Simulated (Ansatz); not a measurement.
The parent structure is BN in the zinc blende structure (space group F-43m, No. 216; a = 3.624 Å).

(Cell as relaxed with PBE.)

Levels (all Ansatz, an electronic-structure program, PAW, earlier PAW set): PBE (420 eV, without spin-orbit coupling); r2SCAN (500 eV, no SOC).

Each level relaxes its own structure.

```tsv
quantity	PBE	r2SCAN
volume per atom	5.95 Å³	…
lattice parameter a	3.624 Å	…
band gap	4.46 eV	…
gap character	indirect, Γ → X	…
electron mass	0.91 mₑ along k, 0.30 mₑ across	…
hole mass (degenerate bands, along [100])	0.50, 0.53, 0.53 mₑ	…
```

Question: Predict the r2SCAN column.

Answer: 
- volume per atom, r2SCAN: 5.88 Å³
- lattice parameter a, r2SCAN: 3.609 Å
- band gap, r2SCAN: 4.99 eV
- gap character, r2SCAN: indirect, Γ → X
- electron mass, r2SCAN: 0.87 mₑ along k, 0.29 mₑ across
- hole mass (degenerate bands, along [100]), r2SCAN: 0.48, 0.51, 0.51 mₑ

PBE's volume per atom lies 0.07 Å³ above r2SCAN's (1.3 %); PBE's lattice parameter a lies 0.015 Å above r2SCAN's (0.4 %); PBE's band gap lies 0.536 eV below r2SCAN's; the two agree on the gap character. Neither level is exact; r2SCAN is the comparison here, not a measurement.

Effective masses come from finite differences of ±0.01 Å⁻¹. Along k means along the line from Γ to the band edge. No phonon test of stability was made.
